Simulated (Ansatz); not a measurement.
## TiTe₂ in the CdI2 type structure (space group P-3m1, No. 164; layered, stacked along the Cartesian z axis)

```xyz
3
Lattice="3.6178 0.0000 0.0000 -1.8089 3.1331 0.0000 0.0000 0.0000 6.2248" Properties=species:S:1:pos:R:3 pbc="T T T"
Ti     0.0000     0.0000     0.0000
Te     0.0000     2.0887     1.7298
Te     1.8089     1.0444     4.4950
```

Method: PBEsol-D3(BJ) (Ansatz, a program for electronic structure, PAW, scalar-relativistic without spin-orbit coupling). Γ-centred 15×15×8 mesh, Fermi–Dirac width 0.05 eV.

- Volume per atom: 23.52 Å³
- Density: 7.13 g/cm³
- Band gap: zero
- Total energy: -5426.875 eV/atom (σ→0; compares only within this code and set-up)

No phonon test of stability was made. All final runs are without spin polarisation.
